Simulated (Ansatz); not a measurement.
We consider Fe4N (Pm-3m, No. 221; cell taken from a computed entry), described by PBE-D3(BJ) in Ansatz (plane waves, PAW).

Settings: plane-wave cutoff 500 eV, 12×12×12 k mesh, Fermi–Dirac smearing 0.05 eV, spin-polarised start, scalar-relativistic PAW data made under PBE.

Computed at the level's own relaxed cell.

Task: Predict the equilibrium volume per atom and lattice constant a.

Result: 
equilibrium volume per atom: 10.57 Å³/atom
lattice constant a: 3.753 Å

The run finds no gap.

Note: the magnetic order was assumed, not searched for or taken from measurement; a distance lies near a switch of the dispersion term, which can move the cell; the relaxation could not lower the start's symmetry, so the cell can be a saddle point above a distorted one.

Computed values are for the static lattice.

The result took around 5 core-minutes (rough).

Ansatz is a first-principles code.
